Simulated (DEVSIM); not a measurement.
Device: Si n-p junction from an implanted or diffused profile, at 350 K.

```csv
layer (left to right),material,thickness (μm),Na (cm⁻³),τn (s),τp (s)
1,Si,52.0,4.1e16,0.00013,0.00013
```

Added donor profile: 2e18 cm⁻³ × exp(−(x − 0 μm)²/(2·(0.033 μm)²)). Left contact: ohmic. Right contact: ohmic. Voltage is applied to the left contact. Recombination: SRH at mid-gap, radiative, Auger. Gap narrowing is on: ΔEg = 6.92 meV × (l + √(l² + 0.5)), l = ln(N/1.3e17 cm⁻³), shared equally by both band edges. Mobility is constant in doping. Where it depends on doping, it is μmin + (μ − μmin)/(1 + (N/Nref)^α).

The device is made up for the run: typed textbook-type constants, with dimensions and the other settings drawn at random. Values at 300 K; Nc and Nv go as T^1.5, mobilities as T to minus their exponent, the gap by Varshni's rule with the affinity fixed. The table also holds parameters that only a changed run uses.

| parameter | Si |
|---|---|
| gap (eV) | 1.124 |
| affinity (eV) | 4.05 |
| permittivity | 11.7 |
| Nc (cm⁻³) | 2.86e19 |
| Nv (cm⁻³) | 3.1e19 |
| μn (cm²/Vs) | 1417 |
| μp (cm²/Vs) | 470 |
| μn,min | 52 |
| μp,min | 45 |
| Nref,n | 9.7e16 |
| Nref,p | 2.2e17 |
| αn | 0.68 |
| αp | 0.72 |
| T exponent of μn | 2.3 |
| T exponent of μp | 2.2 |
| B (cm³/s) | 4.7e-15 |
| Cn (cm⁶/s) | 2.8e-31 |
| Cp (cm⁶/s) | 9.9e-32 |
| Varshni α (eV/K) | 0.000473 |
| Varshni β (K) | 636 |

Simulated with DEVSIM: 1D drift-diffusion, Boltzmann statistics, complete ionisation; no tunnelling, impact ionisation, image-force lowering or self-heating.

Base results: dark forward voltage at 100 A/cm² (V) 0.806; dark forward voltage at 1 A/cm² (V) 0.491; potential step across the device at zero bias (V) 0.796.

What follows from this one change: thickness of layer 1 52 → 18 μm?

dark forward voltage at 100 A/cm² 0.806 → 0.686 V; dark forward voltage at 1 A/cm² little changed (0.487 V); potential step across the device at zero bias little changed (0.796 V).

What follows from this one change: peak of the profile 2e+18 → 2e+17 cm^-3?

dark forward voltage at 100 A/cm² 0.806 → 0.791 V; dark forward voltage at 1 A/cm² 0.491 → 0.422 V; potential step across the device at zero bias 0.796 → 0.734 V.

What follows from this one change: straggle of the profile 0.033 → 0.023 μm?

dark forward voltage at 100 A/cm² little changed (0.808 V); dark forward voltage at 1 A/cm² 0.491 → 0.480 V; potential step across the device at zero bias little changed (0.796 V).

What follows from this one change: temperature 350 → 300 K?

dark forward voltage at 100 A/cm² 0.806 → 0.848 V; dark forward voltage at 1 A/cm² 0.491 → 0.595 V; potential step across the device at zero bias 0.796 → 0.863 V.

What follows from this one change: doping-dependent mobility in place of the constant one?

dark forward voltage at 100 A/cm² 0.806 → 0.837 V; dark forward voltage at 1 A/cm² 0.491 → 0.525 V; potential step across the device at zero bias little changed (0.796 V).
